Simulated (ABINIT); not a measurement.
Troubleshooting ABINIT: a failed run on LaPt₃ (Pm-3m, 4 atoms in the cell). The aim is a self-consistent single point with DFT, PBEsol, plane waves, norm-conserving pseudopotentials (PseudoDojo nc-sr-04 PBEsol standard).

Cell that was meant: a = 4.0745 Å, b = 4.0745 Å, c = 4.0745 Å, α = 90.00°, β = 90.00°, γ = 90.00°.

Part of the input:

```
natom 4
ntypat 2
znucl 78 57
typat 1 1 1
xcart
         0.0000000000    2.0372500000    2.0372500000
         2.0372500000    0.0000000000    2.0372500000
```

Output, abridged:

```
 ++++++++++++++++++++++++++++++++++++++++++++++++++++++++++++++++++++++++++++++

 Netcdf library supports MPI-IO
-instrng: 32 lines of input have been read from file run.abi

 For atom type 1, psp file is ./Pt.upf
 For atom type 2, psp file is ./La.upf

 inpspheads: deduce mpsang = 4, n1xccc = 2501.

=======================================================
 invars1m : enter jdtset= 0

--- !WARNING
src_file: m_parser.F90
src_line: 353
message: |
    Attempted to read ndig: 5 integer digits
    from string(1:ndig)= `XCART` to initialize an integer variable
    iomsg: Bad integer for item 1 in list input
...

--- !ERROR
src_file: m_parser.F90
src_line: 2071
mpi_rank: 0
message: |
    An error occurred reading data for keyword ` TYPAT`,
    looking for 4 elements.
    There is a problem with the input string:
     XCART 0.0000000000 2.0372500000 2.0372500000 2.0372500000 0.0000000000 2.0372500000 2.0372500000 2.0372500000 0.0000000000 0.0000000000 0.0000000000 0.0000000000 ANGSTROM ECUT 55 OCCOPT 6 TSMEAR 0.00999582 NBAND 42 KPTOPT 1 NGKPT 5 5 5 NSHIFTK [...]
    Maybe a disagreement between the declared dimension of the array,
    and the number of items provided.
    Action: correct your input file and especially the keyword:  TYPAT
...

 abinit_abort: decision taken to exit. Check above messages for more info
Abort(13) on node 0 (rank 0 in comm 0): application called MPI_Abort(MPI_COMM_WORLD, 13) - process 0

--- !ERROR
src_file: m_parser.F90
src_line: 2071
mpi_rank: 0
message: |
    An error occurred reading data for keyword ` TYPAT`,
    looking for 4 elements.
    There is a problem with the input string:
     XCART 0.0000000000 2.0372500000 2.0372500000 2.0372500000 0.0000000000 2.0372500000 2.0372500000 2.0372500000 0.0000000000 0.0000000000 0.0000000000 0.0000000000 ANGSTROM ECUT 55 OCCOPT 6 TSMEAR 0.00999582 NBAND 42 KPTOPT 1 NGKPT 5 5 5 NSHIFTK [...]
    Maybe a disagreement between the declared dimension of the array,
    and the number of items provided.
    Action: correct your input file and especially the keyword:  TYPAT
...
```

### Question
Read the log: what does the program object to, and what is the fix?

### Answer
The fault is a list of atom types shorter than the atom count. Every atom needs a type. To fix it, complete the list. The program stopped before any SCF iteration.

The sound input it was made from differs as follows (other fixes are possible):
```diff
-typat 1 1 1
+typat 1 1 1 2
```

With that input, the run converged in 26 iterations: free energy E − TS -11616.41 eV; Fermi level (on the code's own zero) 15.13 eV; pressure 13.46 GPa (DFT, PBEsol, plane waves, norm-conserving pseudopotentials (PseudoDojo nc-sr-04 PBEsol standard)).

On the sound input: the starting cell comes from a database of published, mostly measured structures (it also holds non-ambient and calculated ones), without a prior relaxation at this level. Spin polarisation is off. With a pressure of about 13 GPa the cell is away from its equilibrium volume at this level.
